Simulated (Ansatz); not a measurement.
Input:

```
KF
1.0
    0.00000     2.50121     2.50121
    2.50121     0.00000     2.50121
    2.50121     2.50121     0.00000
F K
1 1
Direct
  0.00000   0.00000   0.00000
  0.50000   0.50000   0.50000
```

No spin polarisation.

Level of theory: r2SCAN, PAW, 500 eV (Ansatz, a program for electronic structure; scalar-relativistic without spin-orbit coupling). Γ-centred 11×11×11 mesh, Fermi–Dirac width 0.05 eV.

Question: Predict the band gap and electron mass.

Answer: The band gap is 8.01 eV and the electron mass comes out as 0.52 mₑ (at Γ).

The cells carry an imposed strain or load. Effective masses come from finite differences of ±0.01 Å⁻¹. Whether these cells are dynamically stable was not tested. The cell was made from KF in the rock salt structure (space group Fm-3m, No. 225) by this change: isotropic strain −5.94 %.
